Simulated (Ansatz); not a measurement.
Consider InP in the zinc blende structure (space group F-43m, No. 216; a = 5.907 Å). Axes: x, y, z lie along the cube axes.

Calculations: Kohn–Sham DFT with the r2SCAN functional, run in Ansatz (a program for electronic structure) with PAW and 500 eV plane waves, no spin-orbit coupling.

For the base:

| Item | Result |
|---|---|
| Electron mass | 0.074 mₑ (at Γ) |
| Gap character | direct at Γ |

Now apply this change: uniaxial stress, 3 GPa tension along x, with the cell and atoms free to relax against it.

Task: What does the calculation give for the electron mass after the change?

Result: The electron mass goes from 0.074 mₑ (at Γ) to 0.074 mₑ along x, 0.063 mₑ across (at Γ).

Task: Estimate the effect on the gap character.

Result: The gap character is still direct at Γ.

Task: Predict the new mean lateral Poisson ratio.

Result: The mean lateral Poisson ratio is 0.33.

Load acts through the strain it causes; cell and atoms are relaxed under it. Effective masses come from finite differences of ±0.01 Å⁻¹. Beyond what the load breaks, stability against distortions was not tested. Labels are those of the standard path for the cell's own space group.
